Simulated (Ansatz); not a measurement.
Take Ir in the fcc (Cu type) structure (space group Fm-3m, No. 225; relaxed with 0.1 eV smearing) as the base.

```xyz
1
Lattice="0.0000 1.9225 1.9225 1.9225 0.0000 1.9225 1.9225 1.9225 0.0000" Properties=species:S:1:pos:R:3 pbc="T T T"
Ir     0.0000     0.0000     0.0000
```

Calculations: plane-wave PAW DFT at the r2SCAN level (Ansatz, a first-principles code, 500 eV), spin-orbit coupling left out.

Base values:

```
Property   Result
--------  -------
Pressure  0.0 GPa
```

Perturbation: the cell is scaled by 1.0150 in all directions, atoms relaxed at fixed cell.

What happens to the pressure and energy relative to the base?

The pressure goes from zero to -15.0 GPa; the energy goes up by 32 meV/atom.

The cells carry an imposed strain or load. Whether these cells are dynamically stable was not tested. The final runs are not spin-polarised.
